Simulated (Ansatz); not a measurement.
# Ag: response to strain

The reference is Ag in the hcp (Mg type) structure (space group P6_3/mmc, No. 194; a = 2.8601 Å, c = 4.7119 Å; relaxed with 0.1 eV smearing). Axes: x lies along a and z along c of the hexagonal cell.

Strains are applied to the cell and any free atomic positions relax; under biaxial strain the out-of-plane vector relaxes too.

Computed with PBEsol, PAW, 420 eV (Ansatz, a program for electronic structure; no spin-orbit coupling), earlier PAW set.

Notes on the quantities. pressure: mean of the normal stresses, compression positive.

```csv
change,volume per atom,pressure,space group
base,16.69 Å³,0.0 GPa,P6_3/mmc (No. 194)
"biaxial strain −4.51 %, plane normal [001], relaxed out of plane",15.78 Å³,9.2 GPa,P6_3/mmc (No. 194)
"biaxial strain −4.38 %, plane normal [001], relaxed out of plane",15.81 Å³,8.8 GPa,P6_3/mmc (No. 194)
"biaxial strain −3.85 %, plane normal [001], relaxed out of plane",15.92 Å³,7.4 GPa,P6_3/mmc (No. 194)
"biaxial strain −1.95 %, plane normal [001], relaxed out of plane",16.31 Å³,3.1 GPa,P6_3/mmc (No. 194)
isotropic strain −5.71 %,13.99 Å³,34.2 GPa,P6_3/mmc (No. 194)
isotropic strain −5.69 %,14.00 Å³,34.0 GPa,P6_3/mmc (No. 194)
isotropic strain −5.34 %,14.16 Å³,30.9 GPa,P6_3/mmc (No. 194)
isotropic strain −1.53 %,15.94 Å³,6.2 GPa,P6_3/mmc (No. 194)
uniaxial strain ε_xx = −1.07 %,16.51 Å³,1.3 GPa,Cmcm (No. 63)
```

No phonon test of stability was made. This is not the structure that Ag has at room temperature and ambient pressure.
